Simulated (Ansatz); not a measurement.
Start from ZnS in the wurtzite structure (space group P6_3mc, No. 186; a = 3.782 Å, c = 6.208 Å).

The values are results of PBEsol (Ansatz, a program for electronic structure; PAW; 420 eV plane waves; scalar-relativistic without spin-orbit coupling), not measurements.

Before the change:

The band gap is 2.15 eV and the volume per atom comes out as 19.23 Å³.

Now apply this change: a hydrostatic pressure of 4.5 GPa.

Question: How does this affect the band gap?

Answer: The band gap grows by 0.223 eV to 2.38 eV.

Question: What does the calculation give for the volume per atom after the change?

Answer: The volume per atom decreases by 0.96 Å³ (19.23 Å³ → 18.27 Å³).

Load acts through the strain it causes; cell and atoms are relaxed under it. Stability against distortions was not tested. Tetrahedral semiconductors of this kind turn to denser phases somewhere between about 1 and 50 GPa; those were not computed, so compressed cells here can lie past the real transition.
